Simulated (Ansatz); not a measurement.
# Gaps of 5 crystals under hydrostatic pressure

Cells relaxed with PBEsol to the stress (compression positive), bands by PBE, rigid bands (plane waves, PAW, scalar-relativistic; Ansatz, a program for electronic structure). The ln V is that of the volume.

```tsv
Crystal	gap unloaded (eV)	tension (GPa)	ln V (%)	gap (eV)	compression (GPa)	ln V (%)	gap (eV)
rutile SnO2 (P4_2/mnm)	1.017	-2.00	1.10	0.908	2.00	-1.04	1.123
zincblende BN (F-43m)	4.481	-18.00	5.13	4.423	18.00	-4.32	4.525
rocksalt MgO (Fm-3m)	4.730	-3.00	1.98	4.541	3.00	-1.83	4.909
wurtzite BN (P6_3mc)	5.192	-9.00	2.44	5.242	9.00	-2.24	5.144
rocksalt LiF (Fm-3m)	9.223	-1.20	1.70	9.072	1.20	-1.62	9.372
```

**Question.** Work out the change of the gap per unit ln V on each side. Which crystal answers most strongly to tension, and does the size follow the gap?

**Answer.** 
| Crystal | tension (eV) | compression (eV) |
|---|---|---|
| SnO2 (P4_2/mnm) | -9.9 | -10 |
| BN (F-43m) | -1.1 | -1.0 |
| MgO (Fm-3m) | -9.5 | -9.8 |
| BN (P6_3mc) | 2.0 | 2.1 |
| LiF (Fm-3m) | -8.9 | -9.2 |

Strongest under tension, with those that 0.01 eV in the gaps can't tell from it: SnO₂ (P4_2/mnm), MgO (Fm-3m), LiF (Fm-3m). The rank correlation of the size under tension with the unloaded gap is -0.30. In 0 of 5 crystals the two values differ in sign, which marks a turning point of the gap near zero load.

Gaps are resolved to about 0.01 eV, and the values are means up to the load shown; the lowest valley can differ between crystals and loads. Every relaxation keeps its starting phase, so transitions and fracture can't show.
